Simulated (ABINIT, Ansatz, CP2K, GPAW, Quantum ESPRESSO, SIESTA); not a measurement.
# Mg₅Sn (Cm, 6 atoms in the cell) computed with different codes at matched settings

Self-consistent single point, at a second geometry (lattice scaled by 0.98). First geometry:

```
Mg5Sn
1.0
    5.94740    -1.69042     0.00000
    5.94740     1.69042     0.00000
   -1.70357     0.00000     6.95100
Mg Sn
5 1
Direct
  0.00290   0.00290   0.00474
  0.66868   0.66868   0.33461
  0.05434   0.05434   0.60474
  0.33110   0.33110   0.66912
  0.72027   0.72027   0.94279
  0.38938   0.38938   0.27734
```

Shared settings, as Ansatz (a first-principles code) writes them: kpoints.mp_grid.grid = 5 5 3; scf.occupations.method = fermi_dirac; scf.occupations.width = 0.0073 Ry. Potentials and cutoffs stand in the table.

```json
[
 {"code": "CP2K", "model": "LDA (Pade form), GPW, TZVP-MOLOPT-SR-GTH basis, GTH-PADE potentials (GTH_POTENTIALS)", "ΔF from the first geometry (meV/atom)": "-2.5", "pressure (GPa)": "0.89", "largest force (eV/Å)": "0.349", "cutoff": "grid 400 Ry"},
 {"code": "GPAW", "model": "LDA (Perdew-Wang 92), GPAW PAW datasets LDA (gpaw-data 1.0.1)", "ΔF from the first geometry (meV/atom)": "-7.5", "pressure (GPa)": "0.34", "largest force (eV/Å)": "0.274", "cutoff": "800 eV"},
 {"code": "Quantum ESPRESSO", "model": "LDA (PZ), GBRV 1.5 ultrasoft (LDA) pseudopotentials", "ΔF from the first geometry (meV/atom)": "-7.2", "pressure (GPa)": "0.34", "largest force (eV/Å)": "0.278", "cutoff": "40 Ry"},
 {"code": "Ansatz", "model": "LDA (PW92), PAW files made with PBE", "ΔF from the first geometry (meV/atom)": "-7.1", "pressure (GPa)": "0.37", "largest force (eV/Å)": "0.278", "cutoff": "default"},
 {"code": "SIESTA", "model": "LDA PW92, numerical atomic orbitals DZP, PseudoDojo LDA standard norm-conserving potentials (rewritten from UPF to PSML)", "ΔF from the first geometry (meV/atom)": "20.1", "pressure (GPa)": "3.83", "largest force (eV/Å)": "0.343", "cutoff": "grid 400 Ry"},
 {"code": "ABINIT", "model": "LDA (PW92), PAW (JTH v2.0 LDA PAW)", "ΔF from the first geometry (meV/atom)": "-6.3", "pressure (GPa)": "0.26", "largest force (eV/Å)": "0.282", "cutoff": "20 Ha"}
]
```

Size of the force on each atom (eV/Å): Sizes of forces hide their directions.

```
code                Mg1    Mg2    Mg3    Mg4    Mg5    Sn6
----------------  -----  -----  -----  -----  -----  -----
CP2K              0.197  0.119  0.228  0.092  0.349  0.043
GPAW              0.145  0.105  0.175  0.076  0.274  0.014
Quantum ESPRESSO  0.148  0.107  0.178  0.078  0.278  0.013
Ansatz            0.150  0.107  0.180  0.078  0.278  0.013
SIESTA            0.161  0.175  0.182  0.152  0.343  0.082
ABINIT            0.150  0.101  0.179  0.075  0.282  0.022
```

The spread over the programs that give each value: ΔF from the first geometry within 27.6 meV/atom; pressure within 3.57 GPa; largest force within 0.075 eV/Å.

CP2K and SIESTA use small atom-centred bases, whose incompleteness enters pressures, forces and empty levels differently from a plane-wave cutoff. Ansatz's pressure is given at a fixed set of plane waves, as the other plane-wave codes print theirs. The same LDA comes in different parametrisations, which differ slightly. In the pressure, SIESTA (by 3.48) lies more than 1 GPa from the median of the plane-wave programs. In the force vectors, SIESTA (by 0.094) lies more than 0.08 eV/Å from the median of the plane-wave programs.

The shared mesh is coarse (it stands for a supercell whose shortest vector is 17 Å), so the values are not converged in it.

The starting cell comes from a database of computed structures (which also holds hypothetical and non-ambient phases and stackings), without a prior relaxation at this level. For this run, on top of that: lattice scaled by 0.98.

Keys are those of Ansatz 0.2.
